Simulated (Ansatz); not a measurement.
Start from Mg2Sn (space group Fm-3m, No. 225; a = 6.747 Å; relaxed with 0.1 eV smearing). Axes: x, y, z lie along the cube axes.

All numbers come from PBEsol (Ansatz, an electronic-structure program; PAW; 420 eV plane waves; spin-orbit coupling left out).

For the base:

The shortest interatomic distance is 2.922 Å and the pressure is 0.0 GPa.

Now apply this change: compressive biaxial strain of 0.83 % in the plane normal to [111], as in epitaxy on a mismatched substrate; the out-of-plane cell vector and the atoms relax.

Task: Estimate the effect on the shortest interatomic distance, pressure and ratio −ε⊥/ε∥.

Result: The shortest interatomic distance decreases by 0.017 Å, from 2.922 Å to 2.905 Å; the pressure (mean of the normal stresses, compression positive) goes from zero to 0.5 GPa; the ratio −ε⊥/ε∥ amounts to 0.56.

Whether these cells are dynamically stable was not tested.
